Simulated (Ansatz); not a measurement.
```
AlP
1.0
    0.00000     2.75383     2.75383
    2.75383     0.00000     2.75383
    2.75383     2.75383     0.00000
Al P
1 1
Direct
  0.00000   0.00000   0.00000
  0.75000   0.75000   0.75000
```

Level of theory: PBE with spin-orbit coupling, rigid bands (plane waves, PAW; Ansatz, a program for electronic structure). Condition of this run: functional PBE, cell relaxed with it. How the cell was made: cell and atoms relaxed with PBE.

Task: Predict the electron conductivity mass (n e² τ/σ) at 300 K, by direction if it differs.

Result: 0.35 mₑ.

Task: Predict the hole conductivity mass (n e² τ/σ) at 300 K, by direction if it differs.

Result: 0.71 mₑ.

Task: And the band gap?

Result: 1.61 eV at this level; semilocal functionals usually fall short of the measured gap.

Rigid bands, one relaxation time for all states, no polarons.
